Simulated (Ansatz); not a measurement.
Phonons of Ag$_{2}$O (Pn-3m, relaxed from the cuprite type) at temperature

Method: the stochastic self-consistent harmonic approximation in a 2×2×2 supercell, PBE density-functional theory in Ansatz (plane waves, PAW). The cell was generated from a structure type, relaxed within its symmetry, and need not be the phase found at ambient conditions. At this level the gap is small or closed, and a narrow smearing was used. The cell is fixed at its relaxed static size. Melting and transitions to other phases are not modelled. Frequencies in cm⁻¹ at q = (0.00, 0.00, 0.50) (fractions of the primitive reciprocal vectors), each column in ascending order, rows equal in every column written once; i marks an imaginary mode. The auxiliary (Gaussian) frequencies are positive by construction; the free-energy Hessian decides stability.

```csv
harmonic,Gaussian 300 K,Hessian 300 K,Gaussian 800 K,Hessian 800 K
16,27,21,35,25
47,46,45,47,42
52,57,53,64,56
62,62,59,65,57
66,64,62,65,57
161,157,152,154,143
433,418,404,400,369
478,463,443,446,408
493,476,453,456,415
```

* **pressure at 300 K in this cell**: 0.50 ± 0.03 GPa
* **pressure at 800 K in this cell**: 1.21 ± 0.03 GPa
* **pressure near 300 K by path-integral sampling of the fitted surface**: 0.35 GPa
* **pressure near 800 K by path-integral sampling of the fitted surface**: 0.51 GPa (marked doubtful by the run)
* **static pressure**: 0.00 GPa
* **largest statistical error of the Hessian column at 300 K**: 2.7 cm⁻¹
* **largest statistical error of the Hessian column at 800 K**: 5.7 cm⁻¹

Over all wave vectors of the supercell the softest harmonic mode is 16 cm⁻¹ at q = (0.00, 0.00, 0.50); the softest of the Hessian is 21 cm⁻¹ at q = (0.00, 0.00, 0.50) at 300 K (error under 1; the run's verdict: stable), 23 cm⁻¹ at q = (0.00, 0.50, 0.50) at 800 K (error 3; the run's verdict: stable).

Ansatz is a first-principles code.
